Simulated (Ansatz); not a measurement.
Take GaAs in the zinc blende structure (space group F-43m, No. 216; a = 5.659 Å) as the base. Axes: x, y, z lie along the cube axes.

Levels (all Ansatz, a first-principles code, PAW, earlier PAW set): PBEsol (420 eV, without spin-orbit coupling); HSE06+SOC (420 eV, with spin-orbit coupling).

Its gap is 0.42 eV with PBEsol and 1.28 eV with HSE06+SOC.

The change: uniaxial strain ε_xx = −1.97 %, all other strain components held at zero, atoms relaxed at fixed cell.

With PBEsol the gap becomes 0.49 eV.

**Question.** If the HSE06+SOC correction stayed the same, what would the HSE06+SOC gap be, and what does the HSE06+SOC run give?

**Answer.** A rigid correction of +0.86 eV gives 1.35 eV. The HSE06+SOC run gives 1.39 eV, so the correction itself changes by +0.04 eV.

Single points use the geometry relaxed with PBEsol. The spin-orbit shifts are approximate. Whether these cells are dynamically stable was not tested.
